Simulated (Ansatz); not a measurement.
We consider Ge2SiN4 (model structure, Imma, No. 74, 14 atoms in the cell), described by PBEsol+SOC in Ansatz (PAW).

Settings: plane-wave cutoff 520 eV, 8×8×8 k mesh, Fermi–Dirac smearing 0.01 eV, PAW data made under PBE.

Cell (relaxed with PBEsol):

```
CELL_PARAMETERS angstrom
     -2.84382     2.85792     4.03529
      2.84382    -2.85792     4.03529
      2.84382     2.85792    -4.03529
ATOMIC_POSITIONS crystal
  Ge 0.50000 0.00000 0.50000
  Si 0.50000 0.00000 0.00000
  Ge 0.00000 0.00000 0.00000
  Si 0.50000 0.50000 0.50000
  Ge 0.87252 0.62252 0.25000
  Ge 0.12748 0.37748 0.75000
  N  0.27070 0.24559 0.02510
  N  0.26598 0.25195 0.48597
  N  0.72049 0.24559 0.47490
  N  0.26598 0.78001 0.01403
  N  0.72930 0.75441 0.97490
  N  0.73402 0.74805 0.51403
  N  0.27951 0.75441 0.52510
  N  0.73402 0.21999 0.98597
```

Question: Predict the band gap and smallest direct gap on the k points sampled.

Answer: 
- band gap: 2.31 eV
- smallest direct gap on the k points sampled: 2.33 eV

Note: the relaxation could raise the start's symmetry but not lower it, so the cell can be a saddle point.

The computed numbers hold no vibrational or temperature effects.

Cost on a shared machine: about 7 core-minutes (a rough figure).

A model structure was made by putting elements into a prototype or built by hand; it is no filed structure, need not be a known phase, and can be a saddle point held by its symmetry.

Ansatz is an electronic-structure program.
